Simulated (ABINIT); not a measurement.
A self-consistent single point of Mg3Zn (P-6m2, 4 atoms in the cell) with ABINIT.

Method of the run: LDA (PW92), PAW (JTH v2.0 LDA PAW) (plane waves; ABINIT 10.0.3).

The change in words: lattice scaled by 0.98. Reference geometry:
```xyz
4
Lattice="3.1014 0.0000 0.0000 -1.5507 2.6858 0.0000 0.0000 0.0000 9.6936" Properties=species:S:1:pos:R:3 pbc="T T T"
Mg     0.0000     0.0000     0.0000
Mg     1.5507     0.8953     7.0851
Mg     1.5507     0.8953     2.6085
Zn     0.0000     0.0000     4.8468
```

Reference input (self-consistent single point, DFT, LDA (PW92), plane waves, PAW (JTH v2.0 LDA PAW)): pseudos = [Mg.LDA_PW-JTH.xml, Zn.LDA_PW-JTH.xml]; ecut = 60 Ry; pawecutdg = 120 Ry; pawxcdev = 0; occopt = 7; tsmear = 0.1 eV; ngkpt = 8 8 3; nshiftk = 1; shiftk = 0 0 0; potentials = JTH v2.0 LDA PAW; nband = 28; kptopt = 1. This run's input differs from it in these lines:

```diff
@@ -5,5 +5,5 @@
 rprim
-         3.1013500658   -0.0000000153    0.0000000000
-        -1.5506750197    2.6858479506    0.0000000000
-         0.0000000000    0.0000000000    9.6936000000
+         3.0393230414    0.0000002404    0.0000000000
+        -1.5196617289    2.6321308440    0.0000000000
+         0.0000000000    0.0000000000    9.4997280000
 natom 4
```

Output (repeated stretches shortened):

```
--- !BeginCycle
solver: {iscf: 17, nstep: 80, nline: 4, wfoptalg: 10, }
tolerances: {toldfe: 1.00E-09, }
...

     iter   Etot(hartree)      deltaE(h)  residm     nres2
 ETOT  1  -247.12006447887    -2.471E+02 1.802E+01 5.595E+01
 ETOT  2  -255.80764500180    -8.688E+00 8.561E-01 7.888E+02
 ETOT  3  -255.02105726702     7.866E-01 1.202E+00 3.295E+01
 ETOT  4  -255.03095126054    -9.894E-03 5.470E-01 1.216E+01
 ETOT  5  -255.01655522877     1.440E-02 1.694E-01 7.743E+00
   [... 8 lines left out ...]
 ETOT 14  -254.98824709315     8.199E-09 4.388E-03 1.196E-06
 ETOT 15  -254.98824710137    -8.210E-09 2.230E-03 2.194E-07
 ETOT 16  -254.98824710137    -9.067E-12 4.448E-03 3.140E-08
 ETOT 17  -254.98824710145    -7.475E-11 1.259E-03 4.567E-09
 At SCF step   17, etot is converged :
  for the second time, diff in etot=  7.475E-11 < toldfe=  1.000E-09

 Cartesian components of stress tensor (hartree/bohr^3)
  sigma(1 1)= -2.83451075E-05  sigma(3 2)=  0.00000000E+00
  sigma(2 2)= -2.83451077E-05  sigma(3 1)=  0.00000000E+00
  sigma(3 3)= -1.43336380E-05  sigma(2 1)=  1.80734580E-14

 ----iterations are completed or convergence reached----

 reduced coordinates (array xred) for    4 atoms
       0.000000000000      0.000000000000      0.000000000000
       0.666666666667      0.333333333333      0.730910000000
       0.666666666667      0.333333333333      0.269090000000
       0.000000000000      0.000000000000      0.500000000000
 cartesian forces (eV/Angstrom) at end:
    1     -0.00000000000000    -0.00000000000000    -0.00000000000000
   [... lines left out ...]
 Fermi (or HOMO) energy (hartree) =   0.22778   Average Vxc (hartree)=  -0.33852
   [... lines left out ...]
'-kT*entropy'       : -4.88337188732313E-04
total_energy        : -2.54988246817819E+02
total_energy_eV     : -6.93858306394808E+03
...

-Cartesian components of stress tensor (GPa)         [Pressure=  6.9653E-01 GPa]
- sigma(1 1)= -8.33941715E-01  sigma(3 2)=  0.00000000E+00
- sigma(2 2)= -8.33941721E-01  sigma(3 1)=  0.00000000E+00
- sigma(3 3)= -4.21710118E-01  sigma(2 1)=  5.31739402E-10

 Calculation completed.
```

The run converged in 17 iterations. Against the reference run the free energy goes down by 4.8 meV/atom, the pressure goes from -1.99 to 0.70 GPa and the largest force goes from 0.080 to 0.037 eV/Å.

The starting cell comes from a database of computed structures (which also holds hypothetical and non-ambient phases and stackings), without a prior relaxation at this level. For this run, on top of that: lattice scaled by 0.98.

Cost on one core of a shared machine: roughly 90 s.
